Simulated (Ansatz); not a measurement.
Input:

End structure of a constructed model of the (111) surface of fcc Au, (√3x√3)R30° surface alloy, Ge on one Au site of the top plane (bottom of the slab: a bare face, its two planes held):

```yaml
crystal:
  lattice:
    - [4.40939, 2.54576, 0.00000]
    - [-4.40939, 2.54576, 0.00000]
    - [0.00000, 0.00000, 28.00000]
  atoms:
    - { symbol: Au, position: [0.00000, 0.66667, 0.28627] }
    - { symbol: Au, position: [0.33333, 0.33333, 0.28627] }
    - { symbol: Au, position: [0.66667, 0.00000, 0.28627] }
    - { symbol: Au, position: [0.00000, 0.33333, 0.37199] }
    - { symbol: Au, position: [0.33333, 0.00000, 0.37199] }
    - { symbol: Au, position: [0.66667, 0.66667, 0.37199] }
    - { symbol: Au, position: [0.00000, 0.00000, 0.45770] }
    - { symbol: Au, position: [0.33333, 0.66667, 0.45722] }
    - { symbol: Au, position: [0.66667, 0.33333, 0.45722] }
    - { symbol: Au, position: [0.00000, 0.66492, 0.54302] }
    - { symbol: Au, position: [0.33508, 0.33508, 0.54302] }
    - { symbol: Au, position: [0.66492, 0.00000, 0.54302] }
    - { symbol: Au, position: [0.00000, 0.33025, 0.62906] }
    - { symbol: Au, position: [0.33025, 0.00000, 0.62906] }
    - { symbol: Au, position: [0.66975, 0.66975, 0.62906] }
    - { symbol: Ge, position: [0.00000, 0.00000, 0.71405] }
    - { symbol: Au, position: [0.33333, 0.66667, 0.71668] }
    - { symbol: Au, position: [0.66667, 0.33333, 0.71668] }
```

Slab: 18 atoms, 12.0 Å thick at the start; k 9x9x1, smearing 0.1 eV, dipole-corrected; 6 atoms held, the rest relaxed; symmetry of the start imposed; no spin, no spin-orbit, no U. It is one candidate, not shown to be the stable structure of the face.

Question: Predict the work function of the top face from PBE in Ansatz (a quantum-chemistry and plane-wave program).

Answer: 4.93 eV
